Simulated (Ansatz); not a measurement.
Base system: Cu3SbSe4 (space group I-42m, No. 121).

```yaml
crystal:
  lattice:
    - [-2.81359, 2.81359, 5.59185]
    - [2.81359, -2.81359, 5.59185]
    - [2.81359, 2.81359, -5.59185]
  atoms:
    - { symbol: Cu, position: [0.50000, 0.50000, 0.00000] }
    - { symbol: Sb, position: [0.00000, 0.00000, 0.00000] }
    - { symbol: Se, position: [0.59482, 0.59482, 0.46023] }
    - { symbol: Se, position: [0.40518, 0.86541, 0.00000] }
    - { symbol: Se, position: [0.13459, 0.13459, 0.53977] }
    - { symbol: Se, position: [0.86541, 0.40518, 0.00000] }
    - { symbol: Cu, position: [0.75000, 0.25000, 0.50000] }
    - { symbol: Cu, position: [0.25000, 0.75000, 0.50000] }
```

Cartesian axes are those of the cell as printed.

Method: PBEsol, PAW, 420 eV (Ansatz, a program for electronic structure; no spin-orbit coupling).

The change: a pure shear with ε_xz = ε_zx = 0.0080, atoms relaxed at fixed cell.

**Question.** What happens to the largest internal atomic displacement?

**Answer.** The largest internal atomic displacement is 0.011 Å.

**Question.** Predict the new energy relative to the base.

**Answer.** The energy goes up by 0.5 meV/atom.

Without a gap, meshes like the base's 12×12×12 leave anisotropic stresses uncertain by several tenths of a GPa, and small strain energies with them. The cells carry an imposed strain or load. Stability against distortions was not tested. The final runs are not spin-polarised.
